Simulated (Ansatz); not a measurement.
Consider Cs in the bcc (W type) structure (space group Im-3m, No. 229; a = 6.007 Å; relaxed with 0.1 eV smearing). Axes: x, y, z lie along the cube axes.

Method: Kohn–Sham DFT with the PBEsol functional, run in Ansatz (a first-principles code) with PAW and 420 eV plane waves, no SOC.

Base values:

| Item | Result |
|---|---|
| Pressure | 0.0 GPa |

Modification: uniaxial strain ε_zz = +2.50 %, all other strain components held at zero; the atoms relax in the strained cell.

**Question.** How does this affect the energy relative to the base?

**Answer.** The energy increases by 0.4 meV/atom.

**Question.** What does the calculation give for the pressure after the change?

**Answer.** The pressure (mean of the normal stresses, compression positive) is still 0.0 GPa.

Stability against distortions was not tested. The final runs are not spin-polarised.
